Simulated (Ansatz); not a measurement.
Input:

```
Si
1.0
    0.00000     2.67996     2.67996
    2.67996     0.00000     2.67996
    2.67996     2.67996     0.00000
Si
2
Direct
  0.50000   0.50000   0.50000
  0.75000   0.75000   0.75000
```

No spin polarisation.

Computed with Kohn–Sham DFT with the r2SCAN functional, run in Ansatz (an electronic-structure program) with PAW and 500 eV plane waves, no spin-orbit coupling. Γ-centred 10×10×10 mesh, Fermi–Dirac width 0.05 eV.

Question: Predict the electron mass, gap character, band gap and smallest direct gap.

Answer: The electron mass comes out as 0.92 mₑ along k, 0.19 mₑ across (off the special points), the gap character comes out as indirect, Γ → Γ–X (87 % along) and the band gap comes out as 0.69 eV. The smallest direct gap comes out as 2.76 eV.

Load acts through the strain it causes; cell and atoms are relaxed under it. Effective masses come from finite differences of ±0.01 Å⁻¹. Along k means along the line from Γ to the band edge. Whether these cells are dynamically stable was not tested. Tetrahedral semiconductors of this kind turn to denser phases somewhere between about 1 and 50 GPa; those were not computed, so compressed cells here can lie past the real transition. The cell was made from Si in the diamond structure (space group Fd-3m, No. 227) by this change: pressure 5 GPa.
